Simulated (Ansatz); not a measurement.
Carrier properties of GaN (P6_3mc)

Data:

```xyz
4
Lattice="3.1826 0.0000 0.0000 -1.5913 2.7562 0.0000 0.0000 0.0000 5.1855" Properties=species:S:1:pos:R:3 pbc="T T T"
Ga     1.5913     0.9187     2.5885
Ga     0.0000     1.8375     5.1813
N      1.5913     0.9187     4.5415
N      0.0000     1.8375     1.9487
```

Computed with PBEsol with spin-orbit coupling, rigid bands (plane waves, PAW; Ansatz, a program for electronic structure). Cell: cell and atoms relaxed with PBEsol.

band gap: 1.88 eV
electron conductivity mass (300 K, dilute): 0.186 (x), 0.186 (y), 0.167 (z) mₑ
hole conductivity mass (300 K, dilute): 1.44 (x), 1.44 (y), 1.78 (z) mₑ
effective density of states N_c (300 K): 1.9e18 cm⁻³
effective density of states N_v (300 K): 8.9e19 cm⁻³
density-of-states mass, electrons: 0.179 mₑ
density-of-states mass, holes: 2.3 mₑ
Seebeck coefficient, n-type 1e19 cm⁻³, 300 K: -104 μV/K
best n-type power factor at 300 K for τ = 10 fs (best axis; densities from 1e16 to 1e21 cm⁻³ tried, whether or not they can be reached): 1.73 μW/(cm·K²) at 1e19 cm⁻³
Seebeck coefficient, p-type 1e19 cm⁻³, 300 K: 420 μV/K

Rigid bands; masses and Seebeck coefficients take one relaxation time τ for all states and one kind of carrier; polarons and phonon drag are left out.
